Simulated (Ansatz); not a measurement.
# K: isotropic strain +2.00 %

Base system: K in the bcc (W type) structure (space group Im-3m, No. 229; a = 5.2881 Å; relaxed with 0.1 eV smearing).

The change: the cell is scaled by 1.0200 in all directions; the atoms relax in the strained cell.

All numbers come from PBE (Ansatz, a program for electronic structure, PAW, spin-orbit coupling left out). Settings: 18×18×18 k-points, 0.1 eV Fermi–Dirac smearing.

The volume per atom grows by 4.526 Å³, from 73.94 Å³ to 78.46 Å³ and the space group remains Im-3m (No. 229). The energy increases by 2.8 meV/atom and the pressure goes from zero to -0.2 GPa. The band gap is still zero.

No phonon test of stability was made.
